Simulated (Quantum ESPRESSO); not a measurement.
Worked example: self-consistent single point of GaPt (P2_13, 8 atoms in the cell) in Quantum ESPRESSO.

Computed with PBEsol, PseudoDojo standard norm-conserving (PBESOL) pseudopotentials (plane waves; Quantum ESPRESSO).

The change in words: lattice scaled by 0.98. Reference geometry:
```xyz
8
Lattice="4.8992 0.0000 0.0000 0.0000 4.8992 0.0000 0.0000 0.0000 4.8992" Properties=species:S:1:pos:R:3 pbc="T T T"
Ga     0.4555     0.4555     0.4555
Ga     1.9941     4.4437     2.9051
Ga     2.9051     1.9941     4.4437
Ga     4.4437     2.9051     1.9941
Pt     1.9569     1.9569     1.9569
Pt     0.4927     2.9423     4.4065
Pt     4.4065     0.4927     2.9423
Pt     2.9423     4.4065     0.4927
```

Reference input (self-consistent single point, DFT, PBEsol, plane waves, PseudoDojo standard norm-conserving (PBESOL) pseudopotentials): ecutwfc = 85 Ry; occupations = smearing; smearing = gaussian; degauss = 0.0147 Ry; potentials = {Ga: Ga.upf, Pt: Pt.upf}; K_POINTS = automatic 5 5 5 0 0 0; conv_thr = 1e-11 Ry; mixing_beta = 0.3. This run's input differs from it in these lines:

```diff
@@ -10,3 +10,3 @@
     ibrav = 1,
-    A = 4.8992290000,
+    A = 4.8012440000,
     nat = 8,
@@ -26,10 +26,10 @@
 ATOMIC_POSITIONS {bohr}
-Ga    0.8608275319    0.8608275319    0.8608275319
-Ga    3.7682729840    8.3973734999    5.4899280479
-Ga    5.4899280479    3.7682729840    8.3973734999
-Ga    8.3973734999    5.4899280479    3.7682729840
-Pt    3.6980032381    3.6980032381    3.6980032381
-Pt    0.9310972778    5.5601977937    8.3271037541
-Pt    8.3271037541    0.9310972778    5.5601977937
-Pt    5.5601977937    8.3271037541    0.9310972778
+Ga    0.8436109075    0.8436109075    0.8436109075
+Ga    3.6929072013    8.2294253100    5.3801290162
+Ga    5.3801290162    3.6929072013    8.2294253100
+Ga    8.2294253100    5.3801290162    3.6929072013
+Pt    3.6240428564    3.6240428564    3.6240428564
+Pt    0.9124752524    5.4489933612    8.1605609651
+Pt    8.1605609651    0.9124752524    5.4489933612
+Pt    5.4489933612    8.1605609651    0.9124752524
 K_POINTS {automatic}
```

Output, abridged:

```
     Self-consistent Calculation

     iteration #  1     ecut=    85.00 Ry     beta= 0.30

     Threshold (ethr) on eigenvalues was too large:
     Diagonalizing with lowered threshold

     total energy              =   -1655.57583466 Ry
     estimated scf accuracy    <       0.47903495 Ry

     iteration #  2     ecut=    85.00 Ry     beta= 0.30

     total energy              =   -1655.63006506 Ry
     estimated scf accuracy    <       0.04682965 Ry

     iteration #  3     ecut=    85.00 Ry     beta= 0.30

     total energy              =   -1655.62731401 Ry
     estimated scf accuracy    <       0.01438267 Ry

   [... 8 blocks of this kind left out ...]

     iteration # 12     ecut=    85.00 Ry     beta= 0.30

     total energy              =   -1655.62858000 Ry
     estimated scf accuracy    <          2.2E-11 Ry

     iteration # 13     ecut=    85.00 Ry     beta= 0.30
     End of self-consistent calculation

   [... 7 lines left out ...]

   [... 7 lines left out ...]

     the Fermi energy is    20.9982 ev

!    total energy              =   -1655.62858000 Ry
     estimated scf accuracy    <          4.7E-12 Ry
     smearing contrib. (-TS)   =      -0.00260561 Ry
     internal energy E=F+TS    =   -1655.62597439 Ry

     convergence has been achieved in  13 iterations

     Forces acting on atoms (cartesian axes, Ry/au):

     atom    1 type  1   force =     0.00275650    0.00275650    0.00275650
     atom    2 type  1   force =    -0.00275650   -0.00275650    0.00275650
     atom    3 type  1   force =     0.00275650   -0.00275650   -0.00275650
     atom    4 type  1   force =    -0.00275650    0.00275650   -0.00275650
     atom    5 type  2   force =     0.00110669    0.00110669    0.00110669
   [... lines left out ...]

     Total force =     0.010290     Total SCF correction =     0.000003

          total   stress  (Ry/bohr**3)                   (kbar)     P=      147.73
   0.00100422   0.00000000   0.00000000          147.73        0.00        0.00
   0.00000000   0.00100422   0.00000000            0.00      147.73        0.00
   0.00000000   0.00000000   0.00100422            0.00        0.00      147.73

   JOB DONE.
```

The run converged in 13 iterations. Against the reference run the free energy goes up by 39.0 meV/atom, the pressure goes from 0.51 to 14.77 GPa and the largest force goes from 0.041 to 0.123 eV/Å.

The starting cell comes from a database of computed structures (which also holds hypothetical and non-ambient phases and stackings), without a prior relaxation at this level. Its lattice was rescaled by a random factor within 2.5 % of one. For this run, on top of that: lattice scaled by 0.98. Spin polarisation is off. With a pressure of about 15 GPa the cell is away from its equilibrium volume at this level.

Cost on one core of a shared machine: roughly 4 min.
